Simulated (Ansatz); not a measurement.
## MgO: uniaxial strain ε_zz = +0.50 %

The reference is MgO in the rock salt structure (space group Fm-3m, No. 225; a = 4.204 Å). Axes: x, y, z lie along the cube axes.

The change: the cell is stretched by 0.50 % along z with no lateral relaxation, atoms relaxed at fixed cell.

Level of theory: r2SCAN (Ansatz, a program for electronic structure, PAW, no spin-orbit coupling). Settings: 13×13×13 k-points, 0.05 eV Fermi–Dirac smearing.

- Volume per atom: 9.34 Å³ (base 9.29 Å³)
- Space group: I4/mmm (No. 139) (base Fm-3m (No. 225))
- Shortest interatomic distance: 2.102 Å (base 2.102 Å)
- Energy relative to the base (free energy F): +0.2 meV/atom
- Pressure (mean of the normal stresses, compression positive): -8.1 kbar (base 0.0 kbar)
- Band gap: 5.63 eV (base 5.68 eV)
- Gap character: direct at Γ (base direct at Γ)
- Electron mass: 0.35 mₑ (at Γ) (base 0.36 mₑ (at Γ))
- Hole mass: 0.42 mₑ along z, 2.2 mₑ across (at Γ)
- Valence-band top at Γ (three highest levels, from the VBM): 0.00, -0.01, -0.01 eV (base 0.00, 0.00, 0.00 eV)
- Stress (xx, yy, zz, yz, xz, xy; compression positive): (-0.47, -0.47, -1.50, 0.00, 0.00, 0.00) GPa

Masses are band curvatures over ±0.01 Å⁻¹ around the edge. Whether these cells are dynamically stable was not tested. k-point labels follow each cell's own Brillouin zone.
